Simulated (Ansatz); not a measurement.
# Element substitutions in Nb2N

Take Nb2N (space group P-31m, No. 162; a = 5.267 Å, c = 4.944 Å; a cell from a computed database, its experimental status unchecked) as the base.

Each row replaces one element on all its sites; cell and atoms are relaxed.

All numbers come from PBEsol/PAW in Ansatz (a quantum-chemistry and plane-wave program), spin-orbit coupling left out.

| variant | shortest interatomic distance | density | c/a ratio |
|---|---|---|---|
| base | 2.145 Å | 8.38 g/cm³ | 0.939 |
| Nb → Ta | (withheld) | (withheld) | (withheld) |
| N → B | 2.229 Å | 7.38 g/cm³ | 0.921 |
| N → P | 2.429 Å | 6.70 g/cm³ | 0.870 |

Complete the table.


- Nb → Ta, shortest interatomic distance: 2.133 Å
- Nb → Ta, density: 15.89 g/cm³
- Nb → Ta, c/a ratio: 0.933

Stability against distortions was not tested. As relaxed here, Nb2B and Nb2P are hypothetical phases, not in the database extracts checked. For Ta2N in this form, whether it has been made was not checked. The final runs are not spin-polarised. An odd electron count without spin: Ta2N, Nb2N, Nb2B and Nb2P.
